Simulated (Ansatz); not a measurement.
Given:

```yaml
crystal:
  lattice:
    - [2.94517, 0.00000, 0.00000]
    - [0.00000, 2.94517, 0.00000]
    - [1.47258, -1.47258, 2.08255]
  atoms:
    - { symbol: Li, position: [0.00000, 0.00000, 0.00000] }
    - { symbol: F, position: [0.50000, 0.50000, 0.00000] }
```

Space group of this cell: Fm-3m, rock salt. The cell is strained (all lengths scaled by 1.02); by r2SCAN its mean pressure is -7.6 GPa.

Transport runs along the normal of the first two printed cell vectors, the (001) plane of the conventional cell.

The gap is the functional's own. No spin-orbit coupling. Mid-gap values are interpolated on the energy grid.

Question: Give the band gap and the smallest decay constant κ at mid-gap that r2SCAN (Ansatz, a quantum-chemistry and plane-wave program) yields.

Answer: Gap 9.18 eV on a 14×14×14 mesh; κ = 0.759 1/Å, at (0.500, 0.000) of the in-plane reciprocal vectors. At the zone centre, at the nearest computed energy, the slowest state has κ = 0.84 1/Å.
